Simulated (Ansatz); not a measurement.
The starting structures come from a database of crystals and need not be the phases stable at ambient conditions.

 Where the default PAW files enter, the runs use the earlier of Ansatz's two default sets.

The decay constant κ of evanescent states in the gap governs leakage through a thin film.

Consider the following.

```xyz
12
Lattice="4.9132 0.0000 0.0000 0.7964 4.8482 0.0000 1.1006 0.9346 7.6424" Properties=species:S:1:pos:R:3 pbc="T T T"
Pd     3.0069     0.4673     3.8212
Pd     0.3982     2.4241     0.0000
S      1.3772     4.7219     1.9106
S      5.4330     1.0608     5.7318
O      0.9790     1.2828     1.6014
O      5.8312     4.5000     6.0410
O      4.8354     4.5574     2.2198
O      1.9748     1.2254     5.4226
O      4.6247     1.4888     4.5464
O      2.1855     4.2940     3.0960
O      5.1418     1.9278     6.9173
O      1.6684     3.8550     0.7252
```

Space group of this cell: C2/c. The cell is taken as given; by r2SCAN its mean pressure is -4.0 GPa.

Transport runs along the normal of the first two printed cell vectors.

The gap is the functional's own. No spin-orbit coupling. Mid-gap values are interpolated on the energy grid.

Problem. Compute, with r2SCAN run with Ansatz (a quantum-chemistry and plane-wave program), the band gap and the smallest decay constant κ at mid-gap.

Solution. Gap 1.34 eV on a 6×6×4 mesh; κ = 0.410 1/Å, at (0.333, 0.333) of the in-plane reciprocal vectors. At the zone centre, at the nearest computed energy, the slowest state has κ = 0.50 1/Å.
